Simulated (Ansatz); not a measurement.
**A constructed model of the (100) surface of fcc Ag, a pseudomorphic layer of Zr in the host's stacking (bottom of the slab: a bare face, its two planes held)**

Level of theory: PBE (plane waves to 420 eV, PAW; Ansatz, an electronic-structure program).

Slab: 7 atoms, 13.0 Å thick at the start; k 13x13x1, smearing 0.1 eV, dipole-corrected; 2 atoms held, the rest relaxed; start symmetry kept, larger cells not searched; no spin, no spin-orbit, no U. It is one candidate, not shown to be the stable structure of the face.

The work function of the top face comes out as 4.11 eV and the energy released by relaxation is 0.17 eV. The cost is very roughly 2.8 core-minutes.
